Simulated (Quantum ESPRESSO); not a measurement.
Input and output of a self-consistent single point for BaAl₂Ga₂ (I4/mmm, 5 atoms in the cell) (Quantum ESPRESSO).

Computed with PBEsol, PseudoDojo standard norm-conserving (PBESOL) pseudopotentials (plane waves; Quantum ESPRESSO).

The change in words: lattice scaled by 0.98. Reference geometry:
```yaml
crystal:
  lattice:
    - [-2.25718, 2.25718, 5.57623]
    - [2.25718, -2.25718, 5.57623]
    - [2.25718, 2.25718, -5.57623]
  atoms:
    - { symbol: Ba, position: [0.00000, 0.00000, 0.00000] }
    - { symbol: Al, position: [0.75000, 0.25000, 0.50000] }
    - { symbol: Al, position: [0.25000, 0.75000, 0.50000] }
    - { symbol: Ga, position: [0.37971, 0.37971, 0.00000] }
    - { symbol: Ga, position: [0.62029, 0.62029, 0.00000] }
```

Reference input (self-consistent single point, DFT, PBEsol, plane waves, PseudoDojo standard norm-conserving (PBESOL) pseudopotentials): ecutwfc = 80 Ry; occupations = smearing; smearing = gauss; degauss = 0.0073499 Ry; potentials = {Ba: Ba.upf, Al: Al.upf, Ga: Ga.upf}; K_POINTS = automatic 7 7 7 0 0 0; conv_thr = 1e-10 Ry. This run's input differs from it in these lines:

```diff
@@ -32,5 +32,5 @@
 CELL_PARAMETERS {angstrom}
-  -2.25718200     2.25718200     5.57623000
-   2.25718200    -2.25718200     5.57623000
-   2.25718200     2.25718200    -5.57623000
+  -2.21203800     2.21203800     5.46470500
+   2.21203800    -2.21203800     5.46470500
+   2.21203800     2.21203800    -5.46470500
```

Output (repeated stretches shortened):

```
     Self-consistent Calculation

     iteration #  1     ecut=    80.00 Ry     beta= 0.70

     Threshold (ethr) on eigenvalues was too large:
     Diagonalizing with lowered threshold

     c_bands:  1 eigenvalues not converged

     total energy              =    -370.83046269 Ry
     estimated scf accuracy    <       0.05349335 Ry

     iteration #  2     ecut=    80.00 Ry     beta= 0.70

     total energy              =    -370.83837026 Ry
     estimated scf accuracy    <       0.00665843 Ry

     iteration #  3     ecut=    80.00 Ry     beta= 0.70

     total energy              =    -370.83969971 Ry
     estimated scf accuracy    <       0.00223836 Ry

   [... 5 blocks of this kind left out ...]

     iteration #  9     ecut=    80.00 Ry     beta= 0.70

     total energy              =    -370.84052254 Ry
     estimated scf accuracy    <          1.1E-10 Ry

     iteration # 10     ecut=    80.00 Ry     beta= 0.70
     End of self-consistent calculation

     the Fermi energy is     9.8203 ev

!    total energy              =    -370.84052254 Ry
     estimated scf accuracy    <          1.4E-11 Ry
     smearing contrib. (-TS)   =      -0.00058130 Ry
     internal energy E=F+TS    =    -370.83994125 Ry

     convergence has been achieved in  10 iterations

     Forces acting on atoms (cartesian axes, Ry/au):

     atom    1 type  1   force =     0.00000000    0.00000000    0.00000000
     atom    2 type  2   force =    -0.00000000   -0.00000000    0.00000000
     atom    3 type  2   force =     0.00000000    0.00000000    0.00000000
     atom    4 type  3   force =    -0.00000000    0.00000000    0.00873543
     atom    5 type  3   force =     0.00000000    0.00000000   -0.00873543

     Total force =     0.012354     Total SCF correction =     0.000003

          total   stress  (Ry/bohr**3)                   (kbar)     P=       12.63
   0.00008317  -0.00000000   0.00000000           12.24       -0.00        0.00
   0.00000000   0.00008317   0.00000000            0.00       12.24        0.00
  -0.00000000  -0.00000000   0.00009132           -0.00       -0.00       13.43

   JOB DONE.
```

The run converged in 10 iterations. Against the reference run the free energy falls by 4.3 meV/atom, the pressure goes from -2.16 to 1.26 GPa and the largest force goes from 0.098 to 0.225 eV/Å.

The starting cell comes from a database of computed structures (which also holds hypothetical and non-ambient phases and stackings), without a prior relaxation at this level. Its lattice was rescaled by a random factor within 2.5 % of one. For this run, on top of that: lattice scaled by 0.98.

Cost on one core of a shared machine: roughly 4 min.
